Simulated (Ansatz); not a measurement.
## Ansatz run on VW3 (I4mm, 4 atoms in the cell): self-consistent single point

Method of the run: LDA (PW92), default PAW files made with PBE (plane waves; Ansatz, a program for electronic structure).

The input file:

Ansatz 0.2 input:
```yaml
crystal:
  lattice:
    - [0.00000000, 3.10948900, 3.10948900]
    - [3.10948900, 0.00000000, 3.10948900]
    - [3.10948900, 3.10948900, 0.00000000]
  atoms:
    - { symbol: V, position: [0.00804000, 0.00804000, -0.00804000] }
    - { symbol: W, position: [0.25000000, 0.25000000, 0.25000000] }
    - { symbol: W, position: [0.75000000, 0.75000000, 0.75000000] }
    - { symbol: W, position: [0.50000000, 0.50000000, 0.50000000] }
basis:
  ecutwfc: 420.0 eV
kpoints:
  mp_grid: { grid: [7, 7, 7] }
hamiltonian:
  xc: lda
  pseudopotentials: { kind: paw }
scf:
  occupations: { method: gaussian, width: 0.1 eV }
output:
  forces: true
  eigenvalues: true
  stress: true
```

Output, abridged:

```
WARN ansatz: RAYON_NUM_THREADS=1 ignored (pool sized by the plan → 1); use --threads N
Pseudopotentials: kind: paw
Pseudopotential: V, paw, valence charge 13
Pseudopotential: W, paw, valence charge 14
Crystal: 4 atoms, lattice volume = 60.131 Å³
Basis set: ecut = 420 eV, 1211 PW (Γ)
Bands: 33, of which v1, the nominal top of the filled ones, is band 28 counted from 1 (27 counted from 0)
Symmetry: 8 space group operations
Space group: I4mm (ITA 107), of the structure as read, at distance tolerance 3.9e-5 Å
k-points: 40 of 343 (time reversal used)
PAW frozen core: V, regenerated for the run's functional, and the local potential with it
PAW frozen core: W, regenerated for the run's functional, and the local potential with it
Initial density: superposition of atomic densities (neutral atoms: chi_scale 0, normalization atom), corrected by the library's trained network
Initial wavefunctions: pseudopotential atomic-orbital guess
Eigensolver: davidson
Functional: x = slater, c = lda
SCF iter   1: F=—  HF=-33250.309491 eV  |F-HF|=—  |Δ(HF+E_count)|=         —  Δρ=6.70e-3  dr2=2.92e-2  ethr=1.77e-3  ⟨swp⟩=4.4  Hψ=5089  notcnv=0
all-band conjugate gradients solve this SCF's bands
preconditioner: auto → Kerker (q_TF=auto, 2.688 Å⁻¹)
SCF iter   2: F=—  HF=-33250.306082 eV  |F-HF|=—  |Δ(HF+E_count)|=   3.41e-3  Δρ=3.70e-3  dr2=7.11e-3  ethr=5.32e-5  ⟨swp⟩=1.1  Hψ=1654  notcnv=0
SCF iter   3: F=—  HF=-33250.305078 eV  |F-HF|=—  |Δ(HF+E_count)|=   1.00e-3  Δρ=5.64e-4  dr2=1.01e-4  ethr=1.29e-5  ⟨swp⟩=2.0  Hψ=1662  notcnv=0
SCF iter   4: F=—  HF=-33250.305068 eV  |F-HF|=—  |Δ(HF+E_count)|=   1.02e-5  Δρ=6.87e-5  dr2=3.46e-6  ethr=1.84e-7  ⟨swp⟩=2.0  Hψ=1676  notcnv=0
SCF iter   5: F=—  HF=-33250.305068 eV  |F-HF|=—  |Δ(HF+E_count)|=   3.07e-7  Δρ=1.46e-5  dr2=7.68e-8  ethr=6.29e-9  ⟨swp⟩=2.0  Hψ=1564  notcnv=0
SCF iter   6: F=-33250.305068 eV  HF=-33250.305068 eV  |F-HF|=1.36e-9  |Δ(HF+E_count)|=   1.21e-8  Δρ=2.84e-6  dr2=3.23e-9  ethr=1.40e-10  ⟨swp⟩=6.3  Hψ=5121  notcnv=0
SCF 1 converged in 6 iterations: F = -33250.305068 eV  dr2 = 3.23e-9
SCF converged after 6 iterations
Free energy (F): -33250.305068 eV
Harris-Foulkes:  -33250.305068 eV  (|F-HF|=1.36e-9)
Internal energy: -33250.289637 eV  (E = F + TS)
E sigma→0 (E₀):  -33250.297352 eV
Entropy (-TS):   -0.015431 eV (-3.858 meV/atom)
Fermi energy:    20.986165 eV
--- Per-component energies (eV) ---
  E_band       = -381.931204
  E_kinetic    = 1690.045278
  E_local      = -2678.869215  (includes V_loc(G=0)·N_el)
  E_nonlocal   = -22.202741
  E_hartree    = 1050.361958
  E_xc         = -925.688806
  E_vxc        = -883.298534  (∫ρ·V_xc dr)
  E_paw        = -25990.140707  (= ΣΔE_a)
  E_vpaw       = -588.330055  (= ΣTr[D̂ρ^β])
  E_aug_tail   = 0.000047  (compensation charges beyond the density's cutoff)
  E_ewald      = -6374.991058
  E_core_change = 1.195609  (= ΣΔE_core)
  E_smearing   = -0.015431  (= −TS)
  E_closure    = 0.000000  (closes the sum)
  Σ components = -33250.305068   (vs F -33250.305068, Δ=0.00e0)
--- Forces (eV/Å), atoms counted from 1 ---
  atom   1  V      0.00000000     0.00000000    -0.62869601
  atom   2  W     -0.00000000    -0.00000000     0.25802647
  atom   3  W     -0.00000000     0.00000000     0.25802647
  atom   4  W      0.00000000     0.00000000     0.11262861
  max |Σ_I F_I| component: 1.45e-5 eV/Å
--- Stress (GPa, compression-positive) ---
       -6.454677       0.000000      -0.000000
        0.000000      -6.454677       0.000000
       -0.000000       0.000000      -6.331369
  P = ⅓ Tr σ = -6.4136 GPa (-64.136 kbar)
  The stress holds the Pulay correction. Without it, at fixed plane waves, as pw.x and ABINIT print it: P = -6.4626 GPa
--- Band table (eV; the first three rows and the last of 40) ---
  k-point 0: bands = ["-52.5962", "-52.4648", "-52.3864", "-42.3063", "-17.1105", "-17.1105", "-17.1089", "-16.8803", "-16.8803", "-16.8743", "-16.6577", "-16.6524", "-16.6524", "-16.1525", "-16.1509", "-16.1509", "12.2621", "15.9344", "15.9390", [...]
  k-point 1: bands = ["-52.5877", "-52.4666", "-52.3933", "-42.3065", "-17.1453", "-17.1361", "-17.1346", "-16.9149", "-16.9049", "-16.8898", "-16.5951", "-16.5907", "-16.4918", "-16.2544", "-16.1627", "-16.1615", "12.6200", "16.1630", "16.1669", [...]
  k-point 2: bands = ["-52.5652", "-52.4717", "-52.4108", "-42.3071", "-17.2146", "-17.1863", "-17.1854", "-16.9382", "-16.9359", "-16.7467", "-16.5172", "-16.4722", "-16.4715", "-16.3214", "-16.1969", "-16.1951", "13.6005", "16.7929", "16.7941", [...]
  k-point 39: bands = ["-52.4872", "-52.4865", "-52.4746", "-42.3080", "-17.4550", "-17.4229", "-16.9881", "-16.9471", "-16.6451", "-16.6056", "-16.5386", "-16.5197", "-16.4482", "-16.4364", "-16.2017", "-16.1577", "15.6033", "15.7925", "16.2425", [...]
```

The run converged in 6 iterations.

The starting cell comes from a database of computed structures (which also holds hypothetical and non-ambient phases and stackings), without a prior relaxation at this level. Its lattice was rescaled by up to half a per cent. One atom was moved a little off its site on purpose. Spin-orbit coupling is off. Spin polarisation is off. With a pressure of about -6 GPa the cell is away from its equilibrium volume at this level. Ansatz's pressure includes its estimate of the finite-basis (Pulay) stress.
